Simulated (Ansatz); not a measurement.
A hypothetical phase is included: elements placed on a structure type, which no database files for this compound.

By r2SCAN, the system below comes out a metal.

The ballistic (Sharvin) conductance counts the channels at the Fermi level: G/A = (e²/h) × channels of both spins per area.

Given:

```
LiC6
1.0
    4.31235     0.00000     0.00000
    2.15618     3.73461    -0.00001
    2.15618    -1.24485     3.59642
Li C
1 6
Direct
  0.00000   0.00000   0.00000
  0.33307   0.50000   0.50000
  0.00000   0.16693   0.50000
  0.66693   0.50000   0.50000
  0.33307   0.16693   0.50000
  0.00000   0.83307   0.50000
  0.66693   0.83307   0.50000
```

The cell was relaxed by PBE-D3(BJ).

The current flows along the normal of the first two printed cell vectors, the (001) plane of the conventional cell. No spin-orbit coupling; the value is a mean over 0.1 eV about the Fermi level.

Q: State the ballistic conductance per area according to r2SCAN in Ansatz (a program for electronic structure).

A: 0.32 × 10¹⁵ S/m² for both spins.
